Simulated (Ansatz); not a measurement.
**Mg2Sn: response to strain**

Take Mg$_{2}$Sn (space group Fm-3m, No. 225; relaxed with 0.1 eV smearing) as the base.

```yaml
crystal:
  lattice:
    - [0.00000, 3.37355, 3.37355]
    - [3.37355, 0.00000, 3.37355]
    - [3.37355, 3.37355, 0.00000]
  atoms:
    - { symbol: Sn, position: [0.00000, 0.00000, 0.00000] }
    - { symbol: Mg, position: [0.25000, 0.25000, 0.25000] }
    - { symbol: Mg, position: [0.75000, 0.75000, 0.75000] }
```

Cartesian axes are those of the cell as printed.

Strains are applied to the cell and any free atomic positions relax; under biaxial strain the out-of-plane vector relaxes too; under stress the whole cell relaxes.

Computed with PBEsol (Ansatz, a first-principles code, PAW, no spin-orbit coupling).

Notes on the quantities. energy relative to the base: free energy F; pressure: mean of the normal stresses, compression positive.

```csv
variant,energy relative to the base,out-of-plane strain,pressure
base,0 meV/atom,–,0.0 GPa
"biaxial strain −3.56 %, plane normal [001], relaxed out of plane",[?],[?],[?]
"biaxial strain −1.11 %, plane normal [001], relaxed out of plane",+1.7 meV/atom,+0.80 %,0.6 GPa
"biaxial strain −1.95 %, plane normal [111], relaxed out of plane",+6.1 meV/atom,+1.07 %,1.3 GPa
"biaxial strain −0.53 %, plane normal [111], relaxed out of plane",+0.4 meV/atom,+0.30 %,0.3 GPa
"biaxial strain +2.64 %, plane normal [111], relaxed out of plane",+9.9 meV/atom,-1.38 %,-1.5 GPa
"biaxial strain +3.52 %, plane normal [111], relaxed out of plane",+17 meV/atom,-1.81 %,-1.9 GPa
"biaxial strain +4.98 %, plane normal [111], relaxed out of plane",+33 meV/atom,-2.53 %,-2.5 GPa
uniaxial strain ε_zz = −0.19 %,0.0 meV/atom,–,0.1 GPa
"uniaxial stress, 3 GPa tension along z",+12 meV/atom,–,–
```

Task: Some entries are withheld; estimate them.

Result: 
- biaxial strain −3.56 %, plane normal [001], relaxed out of plane, energy relative to the base: +18 meV/atom
- biaxial strain −3.56 %, plane normal [001], relaxed out of plane, out-of-plane strain: +2.61 %
- biaxial strain −3.56 %, plane normal [001], relaxed out of plane, pressure: 2.3 GPa

Stability under load was not tested beyond the relaxation.
